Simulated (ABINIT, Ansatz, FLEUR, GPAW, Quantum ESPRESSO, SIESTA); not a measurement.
## HfMg6Sb (Amm2, 8 atoms in the cell) computed with different codes at matched settings

Self-consistent single point.

```
HfMg6Sb
1.0
    5.41868     0.00000     0.00000
    0.00000     3.09108     5.68682
    0.00000    -3.09108     5.68682
Mg Hf Sb
6 1 1
Cartesian
  2.70934   1.55846   4.74725
  2.70934  -1.55846   4.74725
  0.00000   1.50301   6.61366
  0.00000  -1.50301   6.61366
  0.00000   0.00000   3.81415
  0.00000   0.00000   9.44206
  2.70934   0.00000   7.61284
  2.70934   0.00000   1.90349
```

All programs got the same cell, k-point mesh and kind of occupations (in Ansatz's words: kpoints.mp_grid.grid = 3 3 3; scf.occupations.method = fermi_dirac; scf.occupations.width = 0.1 eV); potentials, basis and cutoffs are each program's usual ones.

```json
[
 {"code": "ABINIT", "model": "PBEsol, norm-conserving pseudopotentials (PseudoDojo nc-sr-04 PBEsol standard)", "pressure (GPa)": "-3.71", "largest force (eV/Å)": "0.094", "k-points": "8", "cutoff": "42 Ha"},
 {"code": "FLEUR", "model": "PBEsol, all-electron FLAPW (FLEUR), scalar-relativistic valence", "pressure (GPa)": "–", "largest force (eV/Å)": "0.094", "k-points": "8", "cutoff": "Kmax 3.8 1/bohr"},
 {"code": "GPAW", "model": "PBEsol, GPAW PAW datasets PBEsol (made by gpaw-setup)", "pressure (GPa)": "-3.77", "largest force (eV/Å)": "0.092", "k-points": "8", "cutoff": "800 eV"},
 {"code": "Ansatz", "model": "PBEsol, PAW files made with PBE", "pressure (GPa)": "-3.75", "largest force (eV/Å)": "0.095", "k-points": "8", "cutoff": "default"},
 {"code": "Quantum ESPRESSO", "model": "PBEsol, GBRV 1.5 ultrasoft (PBESOL) pseudopotentials", "pressure (GPa)": "-3.80", "largest force (eV/Å)": "0.094", "k-points": "8", "cutoff": "40 Ry"},
 {"code": "SIESTA", "model": "GGA PBEsol, numerical atomic orbitals DZP, PseudoDojo PBEsol standard norm-conserving potentials (rewritten from UPF to PSML)", "pressure (GPa)": "-3.42", "largest force (eV/Å)": "0.113", "k-points": "14", "cutoff": "grid 350 Ry"}
]
```

Size of the force on each atom (eV/Å): Sizes of forces hide their directions.

```
code                Mg1    Mg2    Mg3    Mg4    Mg5    Mg6    Hf7    Sb8
----------------  -----  -----  -----  -----  -----  -----  -----  -----
ABINIT            0.035  0.035  0.094  0.094  0.010  0.076  0.011  0.027
FLEUR             0.036  0.036  0.094  0.094  0.017  0.079  0.010  0.026
GPAW              0.036  0.036  0.092  0.092  0.015  0.078  0.010  0.024
Ansatz            0.036  0.036  0.095  0.095  0.016  0.081  0.010  0.026
Quantum ESPRESSO  0.036  0.036  0.094  0.094  0.017  0.078  0.011  0.026
SIESTA            0.060  0.060  0.033  0.033  0.056  0.113  0.012  0.093
```

A dash marks a value that a program does not give, or that is left out as unsure.

The spread over the programs that give each value: pressure within 0.38 GPa; largest force within 0.021 eV/Å.

The starting cell comes from a database of computed structures (which also holds hypothetical and non-ambient phases and stackings), without a prior relaxation at this level. Its lattice was rescaled by a random factor within 2.5 % of one. On Ansatz's run: Spin-orbit coupling is off. In the base run, with a pressure of about -4 GPa the cell is away from its equilibrium volume at this level. Without a gap this mesh is coarse (it stands for a supercell whose shortest vector is 16 Å).

Problem. Why do the programs differ, and what cannot be compared?

Solution. Differences of this kind can come from the potentials, where these differ, and from what each basis and cutoff leave unconverged. The valence holds different numbers of electrons (ABINIT 87, FLEUR 101, GPAW 87, Ansatz (a quantum-chemistry and plane-wave program) 101, Quantum ESPRESSO 87, SIESTA 87). The zero of total energies and Fermi levels follows the potentials and each program's conventions, so they are not compared here. SIESTA uses small atom-centred bases, whose incompleteness enters pressures, forces and empty levels differently from a plane-wave cutoff. FLEUR treats all electrons, but the usual bases taken here (sphere radii, linearisation, local orbitals, empty states) were not tested for convergence, so the values are no reference for the others. Ansatz's pressure is given at a fixed set of plane waves, as the other plane-wave codes print theirs. The programs reduce the same mesh by symmetry to different extents, which changes the work and not the result. In the force vectors, SIESTA (by 0.091) lies more than 0.08 eV/Å from the median of the plane-wave programs.

The shared mesh is coarse (it stands for a supercell whose shortest vector is 16 Å), so the values are not converged in it.

Left out of this page: CP2K (unsound by tests on forces, stress, charge or solver warnings); Elk (not drawn, or without a comparable value).

Keys are those of Ansatz 0.2.
